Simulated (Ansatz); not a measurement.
Base system: ZnS in the zinc blende structure (space group F-43m, No. 216; a = 5.357 Å). Axes: x, y, z lie along the cube axes.

The values are results of PBEsol (Ansatz, a quantum-chemistry and plane-wave program; PAW; 420 eV plane waves; spin-orbit coupling left out), not measurements.

Before the change:

| Quantity | Value |
|---|---|
| Electron mass | 0.17 mₑ (at Γ) |
| Gap character | direct at Γ |

The change: tensile biaxial strain of 1.67 % in the plane normal to [111], as in epitaxy on a mismatched substrate; the out-of-plane cell vector and the atoms relax.

Predict the new electron mass and gap character.

The electron mass goes from 0.17 mₑ (at Γ) to 0.17 mₑ out of plane, 0.16 mₑ in plane (at Γ); the gap character is still direct at Γ.

Masses are band curvatures over ±0.01 Å⁻¹ around the edge. Stability against distortions was not tested. Labels are those of the standard path for the cell's own space group.
